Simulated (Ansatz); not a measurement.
For AlP (model structure, started from the WC type, P-6m2, No. 187, 2 atoms in the cell), PBEsol (Ansatz, an electronic-structure program, PAW) gives:

- lattice constant a: 3.534 Å
- lattice parameter c: 3.039 Å

Problem. What does PBE-D3(BJ) (plane waves, PAW; Ansatz) give for the same quantities?

Solution. 
- lattice constant a: 3.514 Å (decreases by 0.6 %)
- lattice parameter c: 3.024 Å (decreases by 0.5 %)

Changes are worked out from the printed values.

Unless a cell is named, each level is at its own relaxed cell (PBEsol 16.43, PBE-D3(BJ) 16.17 Å³/atom).

Ansatz's density-functional and Hartree–Fock values are scalar-relativistic unless marked +SOC, with PAW data made under PBE.

A model structure was made by putting elements into a prototype or built by hand; it is no filed structure, need not be a known phase, and can be a saddle point held by its symmetry.
